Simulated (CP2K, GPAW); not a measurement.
A GPAW input for a self-consistent single point of HgS (F-43m, 2 atoms in the cell) (DFT LDA (Perdew-Wang 92), plane waves, GPAW PAW datasets LDA (gpaw-data 1.0.1)):

```python
from ase import Atoms
from ase.units import GPa
from gpaw import GPAW

atoms = Atoms(['Hg', 'S'],
              cell=[[0.000000, 2.923635, 2.923635],
                    [2.923635, 0.000000, 2.923635],
                    [2.923635, 2.923635, 0.000000]],
              scaled_positions=[[0.000000, 0.000000, 0.000000],
                                [0.250000, 0.250000, 0.250000]],
              pbc=True)

calc = GPAW(mode={'name': 'pw', 'ecut': 600},
            xc='LDA',
            kpts=(13, 13, 13),
            occupations={'name': 'fermi-dirac', 'width': 0.05},
            nbands=-6,
            convergence={'density': 1e-05},
            symmetry={'symmorphic': False, 'tolerance': 0.0005},
            maxiter=150,
            txt='-')

atoms.calc = calc

energy = atoms.get_potential_energy()
print('Energy (eV):', round(energy, 6))
forces = atoms.get_forces()
print('Forces (eV/Ang):')
print(forces.round(5))
stress = atoms.get_stress()
print('Stress (GPa, Voigt):', (stress / GPa).round(4))
```

Give the CP2K input for the same structure, mesh, smearing and functional.

One input that does it (others would too):

```
&GLOBAL
  PROJECT hgs
  RUN_TYPE ENERGY_FORCE
  PRINT_LEVEL MEDIUM
&END GLOBAL
&FORCE_EVAL
  METHOD Quickstep
  STRESS_TENSOR ANALYTICAL
  &DFT
    BASIS_SET_FILE_NAME BASIS_MOLOPT
    POTENTIAL_FILE_NAME GTH_POTENTIALS
    &QS
      METHOD GPW
      EPS_DEFAULT 1E-10
    &END QS
    &MGRID
      CUTOFF 500
      REL_CUTOFF 50
      NGRIDS 5
    &END MGRID
    &SCF
      SCF_GUESS ATOMIC
      EPS_SCF 1E-7
      MAX_SCF 100
      ADDED_MOS 4
      &DIAGONALIZATION
        ALGORITHM STANDARD
      &END DIAGONALIZATION
      &MIXING
        METHOD BROYDEN_MIXING
        ALPHA 0.2
        NBUFFER 12
        BETA 1
      &END MIXING
      &SMEAR ON
        METHOD FERMI_DIRAC
        ELECTRONIC_TEMPERATURE [K] 580.23
      &END SMEAR
    &END SCF
    &KPOINTS
      SCHEME MONKHORST-PACK 13 13 13
    &END KPOINTS
    &XC
      &XC_FUNCTIONAL PADE
      &END XC_FUNCTIONAL
    &END XC
    &PRINT
      &MO
        EIGENVALUES T
        OCCUPATION_NUMBERS T
        NDIGITS 8
        FILENAME mo
        &EACH
          QS_SCF 0
        &END EACH
        ADD_LAST NUMERIC
      &END MO
      &MULLIKEN ON
      &END MULLIKEN
    &END PRINT
  &END DFT
  &SUBSYS
    &CELL
      ABC 4.13464400 4.13464423 4.13464428
      ALPHA_BETA_GAMMA 60.00000163 60.00000223 60.00000180
      PERIODIC XYZ
    &END CELL
    &COORD
      SCALED
      Hg       0.00000000     0.00000000     0.00000000
      S        0.25000000     0.25000000     0.25000000
    &END COORD
    &KIND Hg
      BASIS_SET DZVP-MOLOPT-SR-GTH
      POTENTIAL GTH-PADE-q12
    &END KIND
    &KIND S
      BASIS_SET DZVP-MOLOPT-SR-GTH
      POTENTIAL GTH-PADE-q6
    &END KIND
  &END SUBSYS
  &PRINT
    &FORCES ON
    &END FORCES
    &STRESS_TENSOR ON
    &END STRESS_TENSOR
  &END PRINT
&END FORCE_EVAL
```

Basis settings and potentials, where a program has them, do not carry over. This input uses DFT LDA (Pade form), GPW, DZVP-MOLOPT-SR-GTH basis, GTH-PADE potentials (GTH_POTENTIALS). LDA parametrisations can differ slightly between programs. Both were run: pressure -0.74 GPa in GPAW and -0.52 in CP2K.

On GPAW: the starting cell comes from a database of computed structures (which also holds hypothetical and non-ambient phases and stackings), without a prior relaxation at this level. Its lattice was rescaled by a random factor within 2.5 % of one. The run gives no clean gap (levels at the Fermi energy touch, overlap or are partly filled at this smearing), which alone does not show that the compound is a metal.

On CP2K: the starting cell comes from a database of computed structures (which also holds hypothetical and non-ambient phases and stackings), without a prior relaxation at this level. Its lattice was rescaled by a random factor within 2.5 % of one. Values carry the incompleteness of an atom-centred basis. The run gives no clean gap (levels at the Fermi energy touch, overlap or are partly filled at this smearing), which alone does not show that the compound is a metal.
